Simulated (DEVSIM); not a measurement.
System: abrupt Si p-n junction, at 300 K.

```csv
layer (left to right),material,thickness (μm),Nd (cm⁻³),Na (cm⁻³),τn (s),τp (s)
1,Si,2.20,-,1.3e17,0.00087,0.00087
2,Si,0.830,1.5e17,-,0.00087,0.00087
```

Left contact: ohmic. Right contact: ohmic. Voltage is applied to the left contact. Recombination: SRH at mid-gap, Auger. Mobility is μmin + (μ − μmin)/(1 + (N/Nref)^α).

This is a model device: material constants are rounded textbook-type values typed into the input, and sizes, dopings and lifetimes were drawn at random. Values at 300 K.

| parameter | Si |
|---|---|
| gap (eV) | 1.124 |
| affinity (eV) | 4.05 |
| permittivity | 11.7 |
| Nc (cm⁻³) | 2.86e19 |
| Nv (cm⁻³) | 3.1e19 |
| μn (cm²/Vs) | 1417 |
| μp (cm²/Vs) | 470 |
| μn,min | 52 |
| μp,min | 45 |
| Nref,n | 9.7e16 |
| Nref,p | 2.2e17 |
| αn | 0.68 |
| αp | 0.72 |
| Cn (cm⁶/s) | 2.8e-31 |
| Cp (cm⁶/s) | 9.9e-32 |

DEVSIM, 1D drift-diffusion, Boltzmann statistics, complete ionisation; no tunnelling, impact ionisation, image-force lowering or self-heating.

Task: Tabulate band edges, carrier densities and field at 0.9 V on the left contact.

Result: Energies count from the Fermi level of the right contact; mesh points crowd at the junctions.

```json
[
 {"x (μm)": "0.000", "Ec (eV)": "0.082", "Ev (eV)": "-1.042", "n (cm⁻³)": "890", "p (cm⁻³)": "1.3e17", "field (V/cm)": "440"},
 {"x (μm)": "0.02013", "Ec (eV)": "0.083", "Ev (eV)": "-1.041", "n (cm⁻³)": "1.7e15", "p (cm⁻³)": "1.3e17", "field (V/cm)": "430"},
 {"x (μm)": "0.05676", "Ec (eV)": "0.085", "Ev (eV)": "-1.039", "n (cm⁻³)": "4.8e15", "p (cm⁻³)": "1.3e17", "field (V/cm)": "420"},
 {"x (μm)": "0.1234", "Ec (eV)": "0.088", "Ev (eV)": "-1.036", "n (cm⁻³)": "9.9e15", "p (cm⁻³)": "1.4e17", "field (V/cm)": "390"},
 {"x (μm)": "0.2913", "Ec (eV)": "0.094", "Ev (eV)": "-1.030", "n (cm⁻³)": "2.1e16", "p (cm⁻³)": "1.5e17", "field (V/cm)": "340"},
 {"x (μm)": "0.5503", "Ec (eV)": "0.102", "Ev (eV)": "-1.022", "n (cm⁻³)": "3.5e16", "p (cm⁻³)": "1.7e17", "field (V/cm)": "290"},
 {"x (μm)": "1.022", "Ec (eV)": "0.114", "Ev (eV)": "-1.010", "n (cm⁻³)": "5.5e16", "p (cm⁻³)": "1.8e17", "field (V/cm)": "240"},
 {"x (μm)": "1.676", "Ec (eV)": "0.129", "Ev (eV)": "-0.995", "n (cm⁻³)": "7.6e16", "p (cm⁻³)": "2.1e17", "field (V/cm)": "210"},
 {"x (μm)": "1.923", "Ec (eV)": "0.134", "Ev (eV)": "-0.990", "n (cm⁻³)": "8.2e16", "p (cm⁻³)": "2.1e17", "field (V/cm)": "200"},
 {"x (μm)": "2.059", "Ec (eV)": "0.136", "Ev (eV)": "-0.988", "n (cm⁻³)": "8.6e16", "p (cm⁻³)": "2.2e17", "field (V/cm)": "190"},
 {"x (μm)": "2.134", "Ec (eV)": "0.138", "Ev (eV)": "-0.986", "n (cm⁻³)": "8.7e16", "p (cm⁻³)": "2.2e17", "field (V/cm)": "190"},
 {"x (μm)": "2.182", "Ec (eV)": "0.137", "Ev (eV)": "-0.987", "n (cm⁻³)": "9.3e16", "p (cm⁻³)": "2.1e17", "field (V/cm)": "-1400"},
 {"x (μm)": "2.201", "Ec (eV)": "0.124", "Ev (eV)": "-1.000", "n (cm⁻³)": "1.6e17", "p (cm⁻³)": "1.2e17", "field (V/cm)": "-14000"},
 {"x (μm)": "2.222", "Ec (eV)": "0.115", "Ev (eV)": "-1.009", "n (cm⁻³)": "2.3e17", "p (cm⁻³)": "8.4e16", "field (V/cm)": "-670"},
 {"x (μm)": "2.276", "Ec (eV)": "0.115", "Ev (eV)": "-1.008", "n (cm⁻³)": "2.3e17", "p (cm⁻³)": "7.7e16", "field (V/cm)": "200"},
 {"x (μm)": "2.356", "Ec (eV)": "0.117", "Ev (eV)": "-1.007", "n (cm⁻³)": "2.2e17", "p (cm⁻³)": "7.1e16", "field (V/cm)": "210"},
 {"x (μm)": "2.497", "Ec (eV)": "0.120", "Ev (eV)": "-1.004", "n (cm⁻³)": "2.1e17", "p (cm⁻³)": "5.8e16", "field (V/cm)": "230"},
 {"x (μm)": "2.706", "Ec (eV)": "0.125", "Ev (eV)": "-0.999", "n (cm⁻³)": "1.9e17", "p (cm⁻³)": "3.8e16", "field (V/cm)": "270"},
 {"x (μm)": "2.887", "Ec (eV)": "0.131", "Ev (eV)": "-0.993", "n (cm⁻³)": "1.7e17", "p (cm⁻³)": "1.8e16", "field (V/cm)": "320"},
 {"x (μm)": "2.961", "Ec (eV)": "0.133", "Ev (eV)": "-0.991", "n (cm⁻³)": "1.6e17", "p (cm⁻³)": "9.3e15", "field (V/cm)": "360"},
 {"x (μm)": "3.002", "Ec (eV)": "0.135", "Ev (eV)": "-0.989", "n (cm⁻³)": "1.5e17", "p (cm⁻³)": "3.8e15", "field (V/cm)": "380"},
 {"x (μm)": "3.030", "Ec (eV)": "0.136", "Ev (eV)": "-0.988", "n (cm⁻³)": "1.5e17", "p (cm⁻³)": "770", "field (V/cm)": "400"}
]
```
